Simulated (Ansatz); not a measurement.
## What x(B) = 0.25, 8 atoms, P4/mmm does to HfN

Consider HfN in the rock salt structure (space group Fm-3m, No. 225; a = 4.5255 Å).

The other end (x = 1) is HfB in the rock salt structure (space group Fm-3m, No. 225; a model cell): 14.04 Å³/atom, gap zero.

Perturbation: B replaces 25.0 % of the N, ordered in a cell of 8 atoms (starting symmetry P4/mmm) and fully relaxed.

All numbers come from r2SCAN (Ansatz, a quantum-chemistry and plane-wave program), no spin-orbit coupling. Γ-centred 14×14×5 mesh, Fermi–Dirac width 0.05 eV, for the changed cell.

The density drops by 0.71 g/cm³, from 13.80 g/cm³ to 13.09 g/cm³ and the shortest interatomic distance falls by 0.051 Å (2.263 Å → 2.212 Å). The band gap remains zero and the mixing energy is -0.10 eV/atom (to 0.01 eV only: unlike meshes or grids). The deviation of the volume from the linear (Vegard-type) interpolation is -0.3 % and the mean first-shell distances comes out as N–Hf 2.305 Å (end compound 2.263 Å), B–Hf 2.289 Å (end compound 2.413 Å).

Cost of the whole job for the changed cell (relaxation, final SCF and bands): very roughly 8 core-minutes.

Each cell is one ordered arrangement of few atoms, which overstates ordering effects compared with a random alloy. No phonon test of stability was made. The final runs are not spin-polarised. An odd electron count without spin: HfN and HfB.
